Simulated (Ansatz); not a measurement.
# TiN: response to strain

Consider TiN in the rock salt structure (space group Fm-3m, No. 225; a = 4.204 Å). Axes: x, y, z lie along the cube axes.

Strains are applied to the cell and any free atomic positions relax; under biaxial strain the out-of-plane vector relaxes too.

Method: Ansatz (an electronic-structure program), PBEsol, PAW, cutoff 420 eV, no SOC.

Candidates:
(a) strain tensor (xx, yy, zz, yz, xz, xy) = (+0.31, −0.33, +0.40, −0.90, +0.17, −0.27) %
(b) biaxial strain −2.42 %, plane normal [001], relaxed out of plane
(c) strain tensor (xx, yy, zz, yz, xz, xy) = (−1.62, +1.87, +1.63, +0.05, −0.31, +0.26) %
(d) uniaxial strain ε_yy = +4.99 %
(e) uniaxial strain ε_yy = +0.73 %

Notes on the quantities. energy relative to the base: free energy F.

Problem. Order them by energy relative to the base, highest first.

Solution. (d) uniaxial strain ε_yy = +4.99 % (+38 meV/atom), (b) biaxial strain −2.42 %, plane normal [001], relaxed out of plane (+27 meV/atom), (c) strain tensor (xx, yy, zz, yz, xz, xy) = (−1.62, +1.87, +1.63, +0.05, −0.31, +0.26) % (+14 meV/atom), (a) strain tensor (xx, yy, zz, yz, xz, xy) = (+0.31, −0.33, +0.40, −0.90, +0.17, −0.27) % (+2.4 meV/atom), (e) uniaxial strain ε_yy = +0.73 % (+0.9 meV/atom)

Without a gap, meshes like the base's 19×19×19 leave anisotropic stresses uncertain by several tenths of a GPa, and small strain energies with them. No phonon test of stability was made. All final runs are without spin polarisation. An odd electron count without spin: TiN.
